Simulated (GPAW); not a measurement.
Input and output of a self-consistent single point for BaO (Fm-3m, 2 atoms in the cell) (GPAW)

Level of theory: PBE, GPAW PAW datasets PBE (gpaw-data 1.0.1) (plane waves; GPAW).

The input file:

```python
from ase import Atoms
from ase.units import GPa
from gpaw import GPAW

atoms = Atoms(['Ba', 'O'],
              cell=[[0.000000, 2.770000, 2.770000],
                    [2.770000, 0.000000, 2.770000],
                    [2.770000, 2.770000, 0.000000]],
              positions=[[0.000000, 0.000000, 0.000000],
                         [2.770000, 2.770000, 2.770000]],
              pbc=True)

calc = GPAW(mode={'name': 'pw', 'ecut': 900},
            xc='PBE',
            kpts={'size': (8, 8, 8), 'gamma': True},
            occupations={'name': 'fermi-dirac', 'width': 0.01},
            nbands=-4,
            convergence={'density': 1e-05, 'bands': -2},
            symmetry={'symmorphic': False, 'tolerance': 0.0005},
            maxiter=150)

atoms.calc = calc

energy = atoms.get_potential_energy()
print('Energy (eV):', round(energy, 6))
forces = atoms.get_forces()
print('Forces (eV/Ang):')
print(forces.round(5))
stress = atoms.get_stress()
print('Stress (GPa, Voigt):', (stress / GPa).round(4))
```

Log, with long lists cut:

```
Input parameters:
  convergence: {bands: -2,
                density: 1e-05}
  kpts: {gamma: True,
         size: (8, 8, 8)}
  maxiter: 150
  mode: {ecut: 900,
         name: pw}
  nbands: -4
  occupations: {name: fermi-dirac,
                width: 0.01}
  symmetry: {symmorphic: False,
             tolerance: 0.0005}
  xc: PBE

species:
  Ba:
    name: Barium
    Z: 56.0
    valence: 10
    core: 46
    charge: 0.0
    file: Ba.PBE.gz

    # Using partial waves for Ba as LCAO basis

  O:
    name: Oxygen
    Z: 8.0
    valence: 6
    core: 2
    charge: 0.0
    file: O.PBE.gz

    # Using partial waves for O as LCAO basis

Reference energy: -223318.694812  # eV

Spin-paired calculation

Convergence criteria:
 Maximum [total energy] change in last 3 cyles: 0.0005 eV / valence electron
 Maximum integral of absolute [dens]ity change: 1e-05 electrons / valence electron
 Maximum integral of absolute [eigenst]ate change: 4e-08 eV^2 / valence electron
 Maximum number of scf [iter]ations: 150

Symmetries present (total): 48
Symmetries with fractional translations: 0
512 k-points: 8 x 8 x 8 Monkhorst-Pack grid + [1/16,1/16,1/16]
29 k-points in the irreducible part of the Brillouin zone
       k-points in crystal coordinates                weights
   0:     0.00000000    0.00000000    0.00000000          1/512
   1:     0.12500000    0.12500000    0.00000000          6/512
   2:     0.12500000    0.12500000    0.12500000          8/512
   [... 7 lines left out ...]
          ...
  28:     0.50000000    0.50000000    0.50000000          4/512

Wave functions: Plane wave expansion
  Cutoff energy: 900.000 eV
  Number of coefficients (min, max): 2586, 2646
  Pulay-stress correction: 0.000000 eV/Ang^3 (de/decut=0.000000)

Occupation numbers: Fermi-Dirac:
  width: 0.0100  # eV

Eigensolver

Densities:
  Coarse grid: 28*28*28 grid
  Fine grid: 56*56*56 grid
  Total Charge: 0.000000

Density mixing:
  Method: separate
  Backend: pulay
  Linear mixing parameter: 0.05
  old densities: 5
  Damping of long wavelength oscillations: 50

Hamiltonian:
  XC and Coulomb potentials evaluated on a 56*56*56 grid
  External potential:
    NoExternalPotential

XC parameters: PBE with 2 nearest neighbor stencil

Number of atoms: 2
Number of atomic orbitals: 9
Number of bands in calculation: 12
Number of valence electrons: 16
Bands to converge: 10

Density initialized from atomic densities
  9 bands from LCAO basis set
  3 bands from random numbers

Atomic positions and initial magnetic moments

Positions:
   0 Ba     0.000000    0.000000    0.000000    ( 0.0000,  0.0000,  0.0000)
   1 O      2.770000    2.770000    2.770000    ( 0.0000,  0.0000,  0.0000)

Unit cell:
           periodic     x           y           z      points  spacing
  1. axis:    yes    0.000000    2.770000    2.770000    28     0.1142
  2. axis:    yes    2.770000    0.000000    2.770000    28     0.1142
  3. axis:    yes    2.770000    2.770000    0.000000    28     0.1142

  Lengths:   3.917372   3.917372   3.917372
  Angles:   60.000000  60.000000  60.000000

Effective grid spacing dv^(1/3) = 0.1246

     iter     time        total  log10-change:
                         energy   eigst   dens
iter:   1 --:--:--   -13.826049   +1.64
iter:   2 --:--:--   -13.247043   +0.44  -0.88
iter:   3 --:--:--   -12.115180   -0.28  -0.95
iter:   4 --:--:--   -12.108225   -0.71  -1.21
iter:   5 --:--:--   -12.035270   -0.70  -1.36
iter:   6 --:--:--   -12.024213   -1.10  -1.71
iter:   7 --:--:--   -12.013735   -1.63  -1.83
iter:   8 --:--:--   -12.020221   -1.83  -2.05
iter:   9 --:--:--   -12.022507   -2.51  -2.37
iter:  10 --:--:--   -12.017402c  -2.77  -2.24
iter:  11 --:--:--   -12.017467c  -3.64  -2.64
iter:  12 --:--:--   -12.018080c  -2.88  -2.64
iter:  13 --:--:--   -12.017423c  -4.18  -2.47
iter:  14 --:--:--   -12.017292c  -4.57  -2.59
iter:  15 --:--:--   -12.017457c  -5.10  -2.69
   [... 2 lines left out ...]
iter:  18 --:--:--   -12.016988c  -5.47  -3.88
iter:  19 --:--:--   -12.016986c  -6.60  -3.63
iter:  20 --:--:--   -12.016983c  -6.82  -3.67
iter:  21 --:--:--   -12.016978c  -5.90  -3.77
iter:  22 --:--:--   -12.016977c  -6.68  -4.04
iter:  23 --:--:--   -12.016978c  -7.57c -4.08
iter:  24 --:--:--   -12.016978c  -7.85c -4.17
iter:  25 --:--:--   -12.016978c  -8.02c -4.19
iter:  26 --:--:--   -12.016979c  -6.78  -4.28
iter:  27 --:--:--   -12.016978c  -7.01  -4.25
iter:  28 --:--:--   -12.016978c  -8.60c -4.53
iter:  29 --:--:--   -12.016978c  -8.88c -4.57
iter:  30 --:--:--   -12.016978c  -7.58c -4.70
iter:  31 --:--:--   -12.016979c  -6.84  -4.66
iter:  32 --:--:--   -12.016978c  -7.74c -4.34
iter:  33 --:--:--   -12.016978c  -7.36  -4.61
iter:  34 --:--:--   -12.016978c  -9.10c -5.04c

Converged after 34 iterations.

Dipole moment: (-0.000000, 0.000000, -0.000000) |e|*Ang

Energy contributions relative to reference atoms: (reference = -223318.694812)

Kinetic:        +15.129167
Potential:      -12.720422
External:        +0.000000
XC:             -14.610987
Entropy (-ST):   -0.000000
Local:           +0.185265
SIC:             +0.000000
--------------------------
Free energy:    -12.016978
Extrapolated:   -12.016978

Showing only first 2 kpts
 Kpt  Band  Eigenvalues  Occupancy
  0     6      6.74364    2.00000
  0     7      6.74364    2.00000
  0     8     10.67866    0.00000
  0     9     11.81345    0.00000

  1     6      6.72218    2.00000
  1     7      6.72218    2.00000
  1     8     11.15600    0.00000
  1     9     11.35410    0.00000

Fermi level: 7.69964

Gap: 2.001 eV
Transition (v -> c):
  (s=0, k=24, n=7, [0.50, 0.50, 0.00]) -> (s=0, k=24, n=8, [0.50, 0.50, 0.00])
No difference between direct/indirect transitions
Energy (eV): -12.016978

Forces in eV/Ang:
  0 Ba    0.00000   -0.00000   -0.00000
  1 O    -0.00000    0.00000    0.00000

Stress tensor:
    -0.015472     0.000000     0.000000
     0.000000    -0.015472     0.000000
     0.000000     0.000000    -0.015472
Stress (GPa, Voigt): [-2.4789 -2.4789 -2.4789  0.      0.      0.    ]
```

The run converged in 34 iterations. GPAW prints stress with tension positive.

At such cutoffs GPAW's stress carries a finite-basis (Pulay) error, which enters relaxed cells too; its log prints stress with tension positive.

The starting cell has typed, rounded lattice constants, without a prior relaxation at this level.

Cost on one core of a shared machine: roughly 70 s.
